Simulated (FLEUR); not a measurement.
## A self-consistent single point of InP (F-43m, 2 atoms in the cell) with FLEUR

Level of theory: LDA (Vosko-Wilk-Nusair), all-electron FLAPW (FLEUR), scalar-relativistic valence.

Input:

Input of the input generator:

```
InP FLAPW
&input film=f /
-0.0000000000 2.9519750000 2.9519750000
2.9519750000 -0.0000000000 2.9519750000
2.9519750000 2.9519750000 0.0000000000
1.8897261246
1.0 1.0 1.0

2
49 0.0000000000 0.0000000000 0.0000000000
15 0.2500000000 0.2500000000 0.2500000000

&comp jspins=1 /
&exco xctyp='vwn' /
&kpt div1=7 div2=7 div3=7 /
&end /
```

```xml
<?xml version="1.0" encoding="UTF-8" standalone="no"?>
<fleurInput fleurInputVersion="0.39">
   <comment>
      InP FLAPW                                                                                           
   </comment>
   <calculationSetup>
      <cutoffs Kmax="4.6" Gmax="18.4" GmaxXC="18.4" numbands="0"/>
      <scfLoop itmax="60" minDistance="0.00001" maxIterBroyd="40" imix="Anderson" alpha="0.05" precondParam="0.0" spinf="2.0"/>
      <coreElectrons ctail="T" frcor="F" kcrel="0" coretail_lmax="0"/>
      <xcFunctional name="vwn" relativisticCorrections="F"/>
      <magnetism jspins="1"/>
      <soc l_soc="F" theta="0.0" phi="0.0" spav="F"/>
      <expertModes spex="0" secvar="F"/>
      <geometryOptimization l_f="T" forcealpha="1.0" forcemix="BFGS" epsdisp="0.00001" epsforce="0.00001"/>
      <ldaU l_linMix="F" mixParam="0.05" spinf="1.0"/>
   </calculationSetup>
   <cell>
      <bzIntegration valenceElectrons="18.0" mode="hist" fermiSmearingEnergy="0.00183747">
         <kPointListSelection listName="default-1"/>
         <!-- k-points included here -->
         <xi:include xmlns:xi="http://www.w3.org/2001/XInclude" href="kpts.xml"> </xi:include>
      </bzIntegration>
      <!-- symmetry operations included here -->
      <xi:include xmlns:xi="http://www.w3.org/2001/XInclude" href="sym.xml"> </xi:include>
      <bulkLattice scale="1.0">
         <bravaisMatrix>
            <row-1>    0.0000000000000000     5.5784242766660848     5.5784242766660848</row-1>
            <row-2>    5.5784242766660848     0.0000000000000000     5.5784242766660848</row-2>
            <row-3>    5.5784242766660848     5.5784242766660848     0.0000000000000000</row-3>
         </bravaisMatrix>
      </bulkLattice>
   </cell>
   <atomSpecies>
      <species name="Indium (In)" element="In" atomicNumber="49">
         <mtSphere radius="2.63" gridPoints="925" logIncrement="0.014"/>
         <atomicCutoffs lmax="10" lnonsphr="8"/>
         <electronConfig flipSpins="F">
            <coreConfig>(1s1/2) (2s1/2) (2p1/2) (2p3/2) (3s1/2) (3p1/2) (3p3/2) (4s1/2) (3d3/2) (3d5/2) (4p1/2) (4p3/2)</coreConfig>
            <valenceConfig>(5s1/2) (4d3/2) (4d5/2) (5p1/2) (5p3/2)</valenceConfig>
            <stateOccupation state="(5p1/2)" spinUp="0.1666666666667" spinDown="0.1666666666667"/>
            <stateOccupation state="(5p3/2)" spinUp="0.3333333333333" spinDown="0.3333333333333"/>
         </electronConfig>
         <energyParameters s="5" p="5" d="5" f="4"/>
         <lo type="SCLO" l="2" n="4" eDeriv="0"/>
      </species>
      <species name="Phosphorous (P)" element="P" atomicNumber="15">
         <mtSphere radius="1.74" gridPoints="615" logIncrement="0.019"/>
         <atomicCutoffs lmax="8" lnonsphr="6"/>
         <electronConfig flipSpins="F">
            <coreConfig>(1s1/2) (2s1/2) (2p1/2) (2p3/2)</coreConfig>
            <valenceConfig>(3s1/2) (3p1/2) (3p3/2)</valenceConfig>
            <stateOccupation state="(3p1/2)" spinUp="0.5" spinDown="0.5"/>
            <stateOccupation state="(3p3/2)" spinUp="1.0" spinDown="1.0"/>
         </electronConfig>
         <energyParameters s="3" p="3" d="3" f="4"/>
      </species>
   </atomSpecies>
   <atomGroups>
      <atomGroup species="Indium (In)">
         <relPos label="                   1">.0000000000 .0000000000 .0000000000</relPos>
         <force calculate="T" relaxXYZ="TTT"/>
      </atomGroup>
      <atomGroup species="Phosphorous (P)">
         <relPos label="                   2">1.000/4.000 1.000/4.000 1.000/4.000</relPos>
         <force calculate="T" relaxXYZ="TTT"/>
      </atomGroup>
   </atomGroups>
   <output dos="F" band="F" slice="F">
      <checks vchk="F" cdinf="F"/>
      <bandDOS minEnergy="-.5*Htr" maxEnergy="0.5*Htr" sigma="0.015" storeEVData="T"/>
      <vacuumDOS vacdos="F" integ="F" star="F" nstars="0" locx1="0.0" locy1="0.0" locx2="0.0" locy2="0.0" nstm="0" tworkf="0.0"/>
      <unfoldingBand unfoldBand="F" supercellX="1" supercellY="1" supercellZ="1"/>
      <plotting iplot="0" polar="F">
         <plot TwoD="T" vec1="  1.0  0.0  0.0" vec2="  0.0  1.0  0.0" vec3="  0.0  0.0  1.0" zero="  0.0  0.0  0.0" file="plot"/>
      </plotting>
      <chargeDensitySlicing numkpt="0" minEigenval="0.0" maxEigenval="0.0" nnne="0" pallst="F"/>
      <specialOutput eonly="F"/>
      <magneticCircularDichroism mcd="F" energyLo="-10.0" energyUp="0.0"/>
   </output>
  <!-- We include the file relax.xml here to enable relaxations (see documentation) -->
  <xi:include xmlns:xi="http://www.w3.org/2001/XInclude" href="relax.xml"> <xi:fallback/> </xi:include>
</fleurInput>
```

Output, abridged:

```
      Welcome to FLEUR        (www.flapw.de)
      MaX-Release 8.1          (www.max-centre.eu)

 ========== k-point set info ==========
 Selected k-point list: default-1
 k-point list type: mesh
 7 x 7 x 7
 Number of k points: 30

 ------------Calculation Setup---------------------------
           1           2           3           5           6          10          15          30
 Number of basis functions:          587
 Iteration:     1   Distance:       7.36017443 me/bohr^3
 Iteration:     2   Distance:       6.68559447 me/bohr^3
 Iteration:     3   Distance:       3.45681708 me/bohr^3
 Iteration:     4   Distance:       0.97457881 me/bohr^3
 Iteration:     5   Distance:       0.74317922 me/bohr^3
 Iteration:     6   Distance:       0.20953911 me/bohr^3
   [... 3 lines left out ...]
 Iteration:    10   Distance:       0.00131838 me/bohr^3
 Iteration:    11   Distance:       0.00026955 me/bohr^3
 Iteration:    12   Distance:       0.00027780 me/bohr^3
 Iteration:    13   Distance:       0.00004742 me/bohr^3
 Iteration:    14   Distance:       0.00000234 me/bohr^3

 Run finished successfully
 Stop message:
   Structural relaxation: Done

[file out, last iteration]
             iter=     15
          p o t e n t i a l   g e n e r a t o r
[...]
          integral of pseudo charge density inside the slab=        0.000000   0.000000
     coulomb potential in the interstitial region:
          density-coulomb potential integrals
          total density-coulomb potenti   -10010.3429563586
          density-effective potential integrals for spin  1
          total density-effective poten   -1.0244828235E+04
          charge density-energy density integrals
          total charge density-energy d   -1.7690927590E+02
 Updated energy parameters for spin:           1
  Atom    1 5s branch from -4.03 to  0.81 htr. ; e_l = -0.0202
  Atom    1 5p branch from -2.50 to  1.42 htr. ; e_l =  0.1678
  Atom    1 5d branch from -0.28 to  2.55 htr. ; e_l =  0.3620
  Atom    1 4f branch from -9.99 to  1.87 htr. ; e_l =  0.5016
  Atom    1 4d branch from-15.53 to -0.28 htr. ; e_l(l -0.3295
  Atom    2 3s branch from -5.94 to  1.82 htr. ; e_l = -0.3836
  Atom    2 3p branch from -4.15 to  2.33 htr. ; e_l = -0.1991
  Atom    2 3d branch from -9.99 to  2.60 htr. ; e_l = -0.0094
  Atom    2 4f branch from -9.99 to  5.91 htr. ; e_l =  0.1546
[...]
 fermi energy and band-weighting factors:
at   0.00000   0.00000   0.42857   k-weight:    0.011662
   15 eigenvalues :
   -0.339132   -0.333936   -0.333936   -0.329511   -0.329511   -0.178727   -0.017806    0.149923
    0.149923    0.231044    0.357042    0.357042    0.431108    0.509607    0.550765
   [... 2 blocks of this kind left out ...]

[...]
FERMIE:
          first approx. to ef    (T=0)  :   0.183815 htr   (energy of the highest occ. eigenvalue)
          number of occ. states  (T=0)  :        270
          first approx. to seigv (T=0)  :  -3.206735 htr
          sum of weights of occ. states :   9.000000
          sum of semicore charge        :   0.000000 e
FERHIS:  Fermi-Energy by histogram:
          bandgap                     :   0.013288 htr
          charge neutrality (T=0)     :   0.000000    (zero if the highest occ. eigenvalue is "entirely" occupied)
     EF_NEWTON:  Adjust Fermi-Energy by Newton-Method.
               Number of iterations needed  :   4
               The error in the weight is   : -0.53004E-13
               The error in ef is           :  0.38123E-12 htr
     -->  new fermi energy            :   0.191497 htr
          valence charge              :  18.000000 e
          actual charge blw ef-8kt    :  17.982507 e
          actual charge blw ef+8kt    :  18.000000 e
          number of occ. states       :       271
          sum of the valence weights  :    9.000000
          entropy         :   0.002440 *kb htr/K =   0.00000 htr/K
          sum of val. single particle energies:        -3.2067319005 htr
 Direct bandgap for spin            1 :    1.3288027047114237E-002  Htr
 at k-point           30  with k-vector    0.0000000000000000        0.0000000000000000        0.0000000000000000
          valence density: spin= 1
[...]
     l-like charge
     atom     s        p        d        f        total
 -->  1    0.84952  0.77182  9.90448  0.02935   11.56411
 -->  2    0.83298  1.11049  0.01534  0.00079    1.95975
          total charge for spin  1=   18.000000
          interst. charge =       4.476135
          mt charge=             11.564111    1.959754
          total charge  =   18.000000
          z= 49.     r(1)=  0.633756E-05     dx= 0.014000     m.t.index= 925
               n    l     j    energy       weight
               1.   0.   0.5-1017.7282      2.0000
               2.   0.   0.5 -152.0684      2.0000
               2.   1.   0.5 -141.8683      2.0000
   [... 9 lines left out ...]
          atom type    1  (spin 1)
          kinetic energy=  0.606381378589E+04     sum of the eigenvalues= -0.353638849529E+04
          0.00256106  electrons lost from core.
          z= 15.     r(1)=  0.149303E-04     dx= 0.019000     m.t.index= 615
               n    l     j    energy       weight
               1.   0.   0.5  -75.8639      2.0000
               2.   0.   0.5   -5.9448      2.0000
               2.   1.   0.5   -4.1794      2.0000
               2.   1.   1.5   -4.1458      4.0000
          atom type    2  (spin 1)
          kinetic energy=  0.332867776400E+03     sum of the eigenvalues= -0.188559331490E+03
          0.00458567  electrons lost from core.
          total charge for spin  1=   64.000000
          interst. charge =       4.483253
          mt charge=             47.561568   11.955179
          total charge  =   64.000000
          zc=    64.000000     qfix=    1.000000
     t o t a l  e n e r g y
          sum of eigenvalues =             -3728.1545586825
          density-coulomb potential int   -10010.3429563586
          density-effective potential i   -10244.8282348971
          charge density-ex.-corr.energ     -176.9092759025
          el.-nucl. inter. diff. m.t.       7125.7928146823
          Madelung term for atom type:       -17.8237191263
          el.-nucl. inter. diff. m.t.        398.1574242683
          Madelung term for atom type:       -12.0071224872
 ---->    total energy=                    -6219.1881584313 htr
 ---->    (input%tkb*entropy) TS=              0.0000044831 htr
 ---->    free energy=                     -6219.1881629143 htr
      extrapolation for T->0
 ---->    total electron energy=           -6219.1881606728 htr
 ***** TOTAL FORCES ON ATOMS *****
 TOTAL FORCE FOR ATOM TYPE=  1  X=  0.000   Y=  0.000   Z=  0.000
                       FX_TOT= 0.000000 FY_TOT= 0.000000 FZ_TOT= 0.000000
 TOTAL FORCE FOR ATOM TYPE=  2  X=  2.789   Y=  2.789   Z=  2.789
                       FX_TOT= 0.000000 FY_TOT= 0.000000 FZ_TOT= 0.000000
 Structural relaxation: Done
```

The run converged in 14 iterations. FLEUR gives forces in its relaxation mode, with a further iteration, so its stop message speaks of a relaxation.

The starting cell comes from a database of computed structures (which also holds hypothetical and non-ambient phases and stackings), without a prior relaxation at this level. Values depend on the basis (sphere radii, cutoffs, local orbitals), which need not be converged.

Cost on one core of a shared machine: roughly 90 s.
